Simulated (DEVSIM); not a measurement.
System: Si p-i-n diode, at 300 K.

| layer (left to right) | material | thickness (μm) | Nd (cm⁻³) | Na (cm⁻³) | τn (s) | τp (s) |
|---|---|---|---|---|---|---|
| 1 | Si | 0.590 | - | 7.9e16 | 9.3e-7 | 9.3e-7 |
| 2 | Si | 4.40 | 1.4e13 | - | 9.3e-7 | 9.3e-7 |
| 3 | Si | 4.90 | 6.5e18 | - | 9.3e-7 | 9.3e-7 |

Left contact: ohmic. Right contact: ohmic. Voltage is applied to the left contact. Recombination: SRH at mid-gap, radiative, Auger. Mobility is constant in doping.

Constants are typed, rounded textbook-type inputs, not results; the design itself was drawn at random and stands for no fabricated device. Values at 300 K.

| parameter | Si |
|---|---|
| gap (eV) | 1.124 |
| affinity (eV) | 4.05 |
| permittivity | 11.7 |
| Nc (cm⁻³) | 2.86e19 |
| Nv (cm⁻³) | 3.1e19 |
| μn (cm²/Vs) | 1417 |
| μp (cm²/Vs) | 470 |
| B (cm³/s) | 4.7e-15 |
| Cn (cm⁶/s) | 2.8e-31 |
| Cp (cm⁶/s) | 9.9e-32 |

DEVSIM, 1D drift-diffusion, Boltzmann statistics, complete ionisation; no tunnelling, impact ionisation, image-force lowering or self-heating.

Give the dark reverse current.


```json
[
 {"V (V)": "-0.10", "J (A/cm²)": "-7.7e-8"},
 {"V (V)": "-0.25", "J (A/cm²)": "-1.3e-7"},
 {"V (V)": "-0.50", "J (A/cm²)": "-1.9e-7"},
 {"V (V)": "-0.75", "J (A/cm²)": "-2.3e-7"},
 {"V (V)": "-1.00", "J (A/cm²)": "-2.5e-7"},
 {"V (V)": "-1.50", "J (A/cm²)": "-2.8e-7"},
 {"V (V)": "-2.00", "J (A/cm²)": "-3.1e-7"},
 {"V (V)": "-2.50", "J (A/cm²)": "-3.2e-7"},
 {"V (V)": "-3.25", "J (A/cm²)": "-3.4e-7"},
 {"V (V)": "-4.00", "J (A/cm²)": "-3.5e-7"},
 {"V (V)": "-5.00", "J (A/cm²)": "-3.6e-7"}
]
```
